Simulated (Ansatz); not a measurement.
System: interstitial F in 2H silicon carbide (charge state -1). The step: one F atom jumps by itself; the atom moves 2.53 Å along (0.00, 0.00, 0.50) of the unit cell; the moving atom starts with neighbours 3 C at 2.26, 3 C at 2.30; 3 Si at 1.89 Å and ends with 3 C at 2.26, 3 C at 2.30; 3 Si at 1.89 Å. DFT values are from Ansatz (plane-wave PAW, 420 eV unless said) in a cell of 72 host sites, spin-restricted, static, with no finite-size correction. The host's phase is taken as given; its stability against other phases was not computed. The charge state is imposed; whether it is stable for some Fermi level was not computed. Sites that were not tried may lie lower. For the PBE band: the saddle point's order was not checked, and it lies on a symmetry element of the cell, where a band can be held.

| Level | Forward barrier (eV) | Cost of the band or of the saddle's single point |
|---|---|---|
| CHGNet universal potential (has no charge state), its own band | 1.51 | - |
| PBE, the Γ point alone, band relaxed | 2.67 | roughly 4 core-minutes |
| PBE, a 2×2×2 k-point mesh shifted by half a step along c, same geometries | 3.09 | very roughly 40 core-seconds |
| r2SCAN at 500 eV, the Γ point alone, same geometries | ___ | about 27 core-seconds (a rough figure) |

Problem. Some entries are withheld; supply them.

Solution. 
- r2SCAN at 500 eV, the Γ point alone, same geometries, Forward barrier (eV): 2.86

Ansatz is a program for electronic structure.
